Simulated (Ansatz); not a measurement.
We consider Rh2O3 (R-3c, No. 167, 10 atoms in the cell; start mp-542734), described by r²SCAN in Ansatz (plane waves, PAW).

Run with plane-wave cutoff 500 eV, 10×10×10 k mesh, Fermi–Dirac smearing 0.05 eV, no spin polarisation, scalar-relativistic PAW data made under PBE.

Cell (relaxed at this level):

Space group R-3c, hexagonal axes (No. 167); a = 5.139 Å, b = 5.139 Å, c = 13.879 Å, α = 90.00°, β = 90.00°, γ = 120.00°

```json
[
 {"atom": "Rh", "site": "12c", "symmetry": "3.", "x": "0.0000", "y": "0.0000", "z": "0.1510"},
 {"atom": "O", "site": "18e", "symmetry": ".2", "x": "0.2999", "y": "0.2999", "z": "0.7500"}
]
```
(The calculation used a cell of 10 atoms; values per cell refer to that cell.)

**Question.** Give the computed band gap.

**Answer.** 
band gap: 0.98 eV (on the SCF k mesh)

Note: the relaxation could not lower the start's symmetry, so the cell can be a saddle point above a distorted one.

Spin–orbit coupling is not included.

The computed numbers hold no vibrational or temperature effects.

A start named mp-… is a Materials Project structure, which need not be a measured phase.

Ansatz is a first-principles code.
